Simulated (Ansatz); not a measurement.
Ansatz (a program for electronic structure) run on LaAl₃Cu (I4mm, 5 atoms in the cell): self-consistent single point.

Method: PBEsol, default PAW files made with PBE (plane waves; Ansatz).

```
CELL_PARAMETERS angstrom
     -2.12922     2.12922     5.30752
      2.12922    -2.12922     5.30752
      2.12922     2.12922    -5.30752
ATOMIC_POSITIONS crystal
  La 0.00190 0.00190 0.00000
  Al 0.40289 0.40289 0.00000
  Al 0.24655 0.74655 0.50000
  Al 0.74655 0.24655 0.50000
  Cu 0.63082 0.63082 0.00000
```

Reference input (self-consistent single point, DFT, PBEsol, plane waves, default PAW files made with PBE): basis.ecutwfc = 420 eV; kpoints.mp_grid.grid = 11 11 11; hamiltonian.xc = pbesol; hamiltonian.pseudopotentials = {kind: paw} (the program's default PAW files); scf.occupations.method = gaussian; scf.occupations.width = 0.1 eV. This run's input differs from it in these lines:

Ansatz 0.2 input:
```diff
@@ -14,3 +14,3 @@
 kpoints:
-  mp_grid: { grid: [11, 11, 11] }
+  mp_grid: { grid: [18, 18, 18] }
 hamiltonian:
@@ -19,3 +19,3 @@
 scf:
-  occupations: { method: gaussian, width: 0.1 }
+  occupations: { method: methfessel_paxton, width: 0.1 }
 output:
```

The program printed (abridged):

```
SCF iter   1: F=—  HF=-14326.046593 eV  |F-HF|=—  |Δ(HF+E_count)|=         —  Δρ=5.75e-3  dr2=3.73e-2  ethr=1.77e-3  ⟨swp⟩=5.9  Hψ=54714  notcnv=0
all-band conjugate gradients solve this SCF's bands
preconditioner: auto → Kerker (q_TF=auto, 2.347 Å⁻¹)
SCF iter   2: F=—  HF=-14326.045477 eV  |F-HF|=—  |Δ(HF+E_count)|=   1.12e-3  S|Δr|=    0.00e0  Δρ=6.50e-3  dr2=3.75e-2  ethr=9.57e-5  ⟨swp⟩=2.3  Hψ=24015  notcnv=0  defer=240
   [... lines left out ...]
SCF iter   6: F=—  HF=-14326.037959 eV  |F-HF|=—  |Δ(HF+E_count)|=   8.03e-6  S|Δr|=    0.00e0  Δρ=1.84e-5  dr2=5.45e-7  ethr=6.88e-8  ⟨swp⟩=2.0  Hψ=18601  notcnv=0  defer=54
SCF iter   7: F=—  HF=-14326.037959 eV  |F-HF|=—  |Δ(HF+E_count)|=  4.51e-10  S|Δr|=    0.00e0  Δρ=2.29e-5  dr2=3.25e-7  ethr=2.56e-10  ⟨swp⟩=9.9  Hψ=61763  notcnv=0
SCF iter   8: F=-14326.037959 eV  HF=-14326.037959 eV  |F-HF|=5.01e-8  |Δ(HF+E_count)|=   3.34e-8  S|Δr|=    0.00e0  Δρ=7.93e-6  dr2=3.22e-8  ethr=2.56e-10  ⟨swp⟩=3.0  Hψ=44646  notcnv=0
SCF 1 converged in 8 iterations: F = -14326.037959 eV  dr2 = 3.22e-8
Stability not checked (fill_not_monotonic)
Free energy (F): -14326.037959 eV
Internal energy: -14326.037969 eV  (E = F + TS)
E sigma→0 (E₀):  -14326.037961 eV
Entropy (-TS):   0.000011 eV (0.002 meV/atom)
Fermi energy:    9.892389 eV
--- Forces (eV/Å), atoms counted from 1 ---
  atom   1  La     0.00000000     0.00000000    -0.22396264
  atom   2  Al    -0.00000000     0.00000000     0.14198823
  atom   3  Al    -0.00000000     0.00000000     0.05706485
  atom   4  Al     0.00000000    -0.00000000     0.05706485
  atom   5  Cu     0.00000000    -0.00000000    -0.03216329
--- Stress (GPa, compression-positive) ---
       -0.254568      -0.000000      -0.000000
       -0.000000      -0.254568      -0.000000
        0.000000       0.000000      -0.330904
  P = ⅓ Tr σ = -0.2800 GPa (-2.800 kbar)
  The stress holds the Pulay correction. Without it, at fixed plane waves, as pw.x and ABINIT print it: P = -0.3186 GPa
```

The run converged in 8 iterations. Against the reference run the free energy goes up by 1.2 meV/atom, the pressure moves little (-0.27 to -0.28 GPa) and the largest force goes from 0.211 to 0.224 eV/Å.

The starting cell comes from a database of computed structures (which also holds hypothetical and non-ambient phases and stackings), without a prior relaxation at this level. Its lattice was rescaled by up to half a per cent. One atom was moved a little off its site on purpose. Spin polarisation is off. Ansatz's pressure includes its estimate of the finite-basis (Pulay) stress.

Cost on one core of a shared machine: roughly 70 s.
